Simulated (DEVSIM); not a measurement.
System: Ni/SiO2/p-Si capacitor, at 400 K.

| layer (left to right) | material | thickness (nm) | Na (cm⁻³) |
|---|---|---|---|
| 1 | SiO2 | 11.0 | - |
| 2 | Si | 1100 | 2.5e17 |

Metal gate on the left, work function 5.1 eV. Fixed charge at the semiconductor interface -5.3e11 cm⁻² (in units of +e); no interface traps.

The device is made up for the run: typed textbook-type constants, with dimensions and the other settings drawn at random. Values at 300 K; Nc and Nv go as T^1.5, mobilities as T to minus their exponent, the gap by Varshni's rule with the affinity fixed.

```tsv
parameter	SiO2	Si
gap (eV)	9	1.124
affinity (eV)	0.9	4.05
permittivity	3.9	11.7
Nc (cm⁻³)	-	2.86e19
Nv (cm⁻³)	-	3.1e19
Varshni α (eV/K)	-	0.000473
Varshni β (K)	-	636
```

DEVSIM, 1D Poisson equation in equilibrium, Boltzmann statistics, complete ionisation; no quantum confinement or tunnelling. Metal contacts follow the ideal Schottky-Mott rule: no Fermi-level pinning, no interface dipoles.

Give the band bending (positive: bands bend down) and minority sheet density.


```json
[
 {"Vg (V)": "-2", "ψs (V)": "-0.178", "minority carriers (cm⁻²)": "< 1e8"},
 {"Vg (V)": "-1.4", "ψs (V)": "-0.158", "minority carriers (cm⁻²)": "< 1e8"},
 {"Vg (V)": "-0.8", "ψs (V)": "-0.131", "minority carriers (cm⁻²)": "< 1e8"},
 {"Vg (V)": "-0.2", "ψs (V)": "-0.088", "minority carriers (cm⁻²)": "< 1e8"},
 {"Vg (V)": "0.4", "ψs (V)": "-0.001", "minority carriers (cm⁻²)": "< 1e8"},
 {"Vg (V)": "1", "ψs (V)": "0.210", "minority carriers (cm⁻²)": "< 1e8"},
 {"Vg (V)": "1.6", "ψs (V)": "0.542", "minority carriers (cm⁻²)": "1.6e8"},
 {"Vg (V)": "2.2", "ψs (V)": "0.817", "minority carriers (cm⁻²)": "3.3e11"},
 {"Vg (V)": "2.8", "ψs (V)": "0.875", "minority carriers (cm⁻²)": "1.4e12"},
 {"Vg (V)": "3.4", "ψs (V)": "0.903", "minority carriers (cm⁻²)": "2.5e12"}
]
```
